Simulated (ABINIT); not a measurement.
Equation of state of hcp Hf (space group 194): energy against volume (ABINIT, LDA)

```yaml
crystal:
  lattice:
    - [3.06593, 0.00000, 0.00000]
    - [-1.53296, 2.65517, 0.00000]
    - [0.00000, 0.00000, 4.85359]
  atoms:
    - { symbol: Hf, position: [0.66667, 0.33333, 0.75000] }
    - { symbol: Hf, position: [0.33333, 0.66667, 0.25000] }
```

Method of the run: LDA (PW92), norm-conserving pseudopotentials (PseudoDojo nc-sr-04 LDA standard) (plane waves; ABINIT). Settings: pseudos = [Hf.upf]; ecut = 38 Ha; ixc = 7; occopt = 3; tsmear = 0.00183747 Ha; ngkpt = 21 21 12; nshiftk = 1; shiftk = 0 0 0; potentials = PseudoDojo nc-sr-04 LDA standard; nband = 17; kptopt = 1; nstep = 50; tolvrs = 1e-10. The cell above is the first row's. The rows scale it uniformly. In all rows fractional positions and the k mesh are held. E is the free energy at the stated smearing, counted from the lowest row.

| V (Å^3/atom) | E (meV/atom) |
|---|---|
| 19.7555 | ? |
| 20.1850 | 3.10 |
| 20.6145 | 0.00 |
| 21.0439 | 3.62 |
| 21.4734 | 13.37 |
| 21.9029 | 28.71 |
| 22.3323 | 49.17 |
| 22.7618 | 74.29 |
| 23.1913 | 103.66 |

Taking the third-order Birch-Murnaghan form, a cubic in V^(-2/3) for E over the 8 complete rows: With u = V^(-2/3) - 0.129, the rows have u = 0.005890, 0.004010, 0.002195, 0.000439, -0.001258, -0.002901, -0.004492, -0.006035. Least squares gives E = 16.782 - 8210.1·u + 1012168·u² - 2140782·u³. Residuals (row less fit): -0.001, 0.003, 0.005, -0.003, -0.006, 0.000, 0.011, -0.005; standard error 0.007 (degrees of freedom: 4). Its minimum lies at u = 0.004109, so V0 = (0.133109)^(-3/2) = 20.59. There d²E/du² = 1972000 and d³E/du³ = -1.284e7, so B0 = (4/9) × 20.59^(-7/3) × 1972000 × 0.160218 = 121 GPa (the last factor turns the table's units into GPa), and B0' = 4 + (2/3) × 0.133109 × (-1.284e7)/1972000 = 3.4. The program's pressures in the fitted runs (not shown) pass through zero at V = 20.59, 0.00 % from this V0.

Problem. Predict the withheld E at V = 19.7555 from the fit, and compare with the calculation.

Solution. u = 0.007838, so E = 16.782 - 8210.1 × 0.007838 + 1012168 × 0.007838² - 2140782 × 0.007838³ = 13.582 meV/atom. The calculation gives 13.57 meV/atom, 0.012 meV/atom below the prediction (under 0.05 % of the range of E in the table). The row lies outside the fitted rows, so this is an extrapolation. From the scatter of the fitted rows alone, a prediction at this place has a standard error of 0.022 meV/atom, so the miss is 0.5 times that.

Carrying the step between the two nearest rows on in a straight line would have given 6.20, off by 7.37; series whose last step already gives the withheld value aren't shown. The scan was laid around a cell of about the measured size, scaled by a guess for this functional; axis ratios and inner coordinates come from that cell. The runs keep the symmetry of the cell, so they don't test it for distortions. Spin-orbit coupling is off. The shape of the cell and the inner coordinates aren't relaxed, so V0 and B0 belong to this uniform scaling; a relaxed crystal lies no higher in energy and is usually softer. Cutoffs and mesh are single choices, not tested for convergence of this quantity. Series with a scatter that would blur these digits, or in which a gap closes, are not shown. Nor are scans whose minimum lies at an end fitted in this form.
